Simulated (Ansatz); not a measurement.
Structures of equal composition on the (111)A surface of zinc-blende ZnS (Zn plane on top): 2x2 Si adatom at H3; 2x2 Si adatom at T4. The slabs share one bottom face, and each structure is named by its start. These are constructed structures in small cells; real faces may alloy, dewet or reconstruct in larger ones, and not all known structures of the face are among them. Slabs of about 13 Å with all that they carry, Fermi-Dirac smearing of 0.025 eV. Bottom of the slabs: H caps. Relaxed from the named starts with such symmetry as they have, on meshes of like density; energies extrapolated to zero smearing; no spin-orbit coupling, no U. Spin-polarised runs, if any, are marked in brackets, and their order is one that fits the cell; the others ran without spin. Where a second, spin-polarised start was run, the lower counts.

Host crystal: zinc-blende ZnS, with a band gap (PBE, scalar-relativistic without spin-orbit coupling).

Computed with PBE (plane waves to 420 eV, PAW; Ansatz, an electronic-structure program).

Problem. Rank these by energy per 1x1 cell (lowest first), as PBE gives it.

Solution. 2x2 Si adatom at T4 (0.000 eV, gap 0.98 eV on the mesh), 2x2 Si adatom at H3 (0.141 eV, gap 0.57 eV on the mesh)
